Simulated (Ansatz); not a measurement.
# Ga2O3: energy against strain

Ga2O3 (corundum, R-3c, 9.707 Å³/atom at rest, c along z) under a strain ε along c (axis z), the other axes held. PBEsol in Ansatz, a plane-wave DFT program (PAW, default set), 420 eV, 8×8×8 Γ-centred mesh, Fermi-Dirac smearing 0.05 eV; ions are relaxed within the symmetry of each cell.

Here s stands for strain and y for E less E0.

| strain (%) | E less E0 (meV/atom) |
|---|---|
| -1.50 | 2.41 |
| -0.75 | 0.61 |
| 0.00 | 0.00 |
| 0.75 | 0.59 |
| 1.50 | 2.34 |
| 3.00 | ? |

Fit y against s with a parabola, and predict the withheld value at s = 3.00.

Least squares gives y = 0.004 - 0.0213·s + 1.0540·s². Residuals (row less fit): 0.003, -0.003, -0.004, 0.009, -0.004; standard error 0.008 (degrees of freedom: 2). Twice the quadratic coefficient over the volume, 2 × 1.0540 meV × 10⁴ × 0.1602 / 9.707 Å³, is the elastic constant C33 = 348 ± 1.2 GPa. At the withheld row, y = 0.004 - 0.0213 × 3.00 + 1.0540 × 3.00² = 9.426 meV/atom. The calculation gives 9.15 meV/atom, 0.276 meV/atom below the prediction (3.0 % of the range of y in the table). The row lies outside the fitted rows, so this is an extrapolation. From the scatter of the fitted rows alone, a prediction at this place has a standard error of 0.033 meV/atom, so the miss is 8.4 times that.

One order more, fitted to all 9 runs of the series, follows each within 0.01, so the miss is the next term of a smooth law. Ga2O3 is here the metastable α form; monoclinic β is stable. Rows are the converged runs of the series near zero and its far end; series whose fitted rows scatter by over a few per cent of the range, as at a crossing or softening among them, aren't shown in this form. Most that stay on the fit to the last digits aren't either.
